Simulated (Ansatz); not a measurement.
**rock-salt TiN (0 0 1) on zinc-blende ZnSe (0 0 1) (film strained to the substrate, started from cuts of the bulks and a machine-learned relaxation; slabs Se6Zn5 and N12Ti12, which can lie off the formulas)**

A periodic stack without vacuum, rock-salt TiN (0 0 1) on zinc-blende ZnSe (0 0 1) (film strained to the substrate, started from cuts of the bulks and a machine-learned relaxation; slabs Se6Zn5 and N12Ti12, which can lie off the formulas): substrate slab Se6Zn5, film N12Ti12, surface cells [[1, 0], [1, 1]] and [[0, -1], [2, 1]], film strained by -4.5 and -4.5 %, outermost planes Se/Se and NTi/NTi as cut, which need not be the usual terminations and can put a slab off its formula.

The start was prepared with a machine-learned potential, and the result is one local minimum, with the in-plane cell held and forces under 0.04 eV/Å; the film can end far from its bulk form.

Computed with PBE (plane waves to 420 eV, PAW; Ansatz, a first-principles code). Scalar-relativistic, without spin–orbit coupling; the runs are not spin-polarised; PBE gaps are too small against experiment. Its k-point mesh 8×8×1, Fermi–Dirac width 0.05 eV.

```
Item                                                                                        Value
--------------------------------------------------------------------------------  ---------------
interface area                                                                            16.4 Å²
period                                                                                    30.64 Å
heights between the nearest atoms of the two slabs at the two interfaces          2.45 and 2.46 Å
Se–Ti contacts across the interfaces within 1.22 times the sum of covalent radii   2, mean 2.46 Å
hole barrier (PBE)                                                                        0.82 eV
electron barrier (PBE)                                                                    0.33 eV
```

```
Ti12Zn5N12Se6
1.0
    4.05491     0.00001    -0.00014
    0.00000     4.05485     0.02171
   -0.00131     1.85241    30.65447
Se Zn N Ti
6 5 12 12
Direct
  0.05666   0.25392   0.13847
  0.55781   0.80036   0.04575
  0.05693   0.16042   0.32543
  0.55690   0.70706   0.23197
  0.05713   0.06648   0.51166
  0.55694   0.61397   0.41892
  0.05687   0.73069   0.18515
  0.55645   0.27757   0.09141
  0.05684   0.63715   0.37211
  0.55683   0.18386   0.27863
  0.55714   0.09073   0.46584
  0.05720   0.98694   0.67216
  0.55714   0.48700   0.67209
  0.55707   0.02217   0.60151
  0.05704   0.52178   0.60222
  0.05728   0.91600   0.81469
  0.55730   0.41666   0.81336
  0.55724   0.95142   0.74355
  0.05724   0.45078   0.74479
  0.05731   0.84619   0.95500
  0.55732   0.34498   0.95742
  0.55734   0.88052   0.88593
  0.05729   0.38049   0.88607
  0.55716   0.98655   0.67298
  0.05716   0.48685   0.67236
  0.05704   0.02701   0.59176
  0.55704   0.51989   0.60606
  0.55729   0.91633   0.81402
  0.05728   0.41473   0.81724
  0.05724   0.95099   0.74439
  0.55723   0.45285   0.74066
  0.55734   0.84098   0.96542
  0.05732   0.34758   0.95222
  0.05730   0.88085   0.88531
  0.55732   0.38060   0.88581
```
